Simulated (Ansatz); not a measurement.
Zr(N,C): Zr2CN

A 16-atom cell of Zr(N,C) started in the rock salt structure, site fractions N 0.500, C 0.500, short-range order -0.17 in the first shell of the mixed sites (0 is random, a negative value favours unlike neighbours), space group Imma at the end, an ordered arrangement that its symmetry holds.

The mixing enthalpy is taken against the end members in the rock salt type, relaxed in the same cell and mesh.

All values below come from PBE (plane waves to 420 eV, PAW; Ansatz, a program for electronic structure). No spin–orbit coupling. Its k-point mesh 5×5×5, Fermi–Dirac width 0.05 eV.

- volume per atom = 12.60 Å³
- N–Zr bonds = 2.331 Å on average, from 2.326 to 2.341 (24)
- C–Zr bonds = 2.323 Å on average, from 2.311 to 2.327 (24)
- mixing enthalpy per site of the mixed sublattice = -93 meV
- departure of the mean lattice parameter from Vegard's line = under 0.15 %, inside the noise of the relaxations

```
CELL_PARAMETERS angstrom
      0.00000     4.65190     4.65190
      4.65482    -0.00067     4.65257
      4.65482     4.65257    -0.00067
ATOMIC_POSITIONS crystal
  Zr 0.00100 0.99900 0.99900
  Zr 0.00323 0.00000 0.50000
  Zr 0.00002 0.50000 0.00000
  Zr 0.00100 0.49900 0.49900
  Zr 0.49900 0.00100 0.00100
  Zr 0.49998 0.00000 0.50000
  Zr 0.49677 0.50000 0.00000
  Zr 0.49900 0.50100 0.50100
  C  0.25000 0.25000 0.25000
  C  0.25000 0.25000 0.75000
  N  0.25000 0.75000 0.25000
  C  0.25000 0.75000 0.75000
  N  0.75000 0.25000 0.25000
  N  0.75000 0.25000 0.75000
  C  0.75000 0.75000 0.25000
  N  0.75000 0.75000 0.75000
```
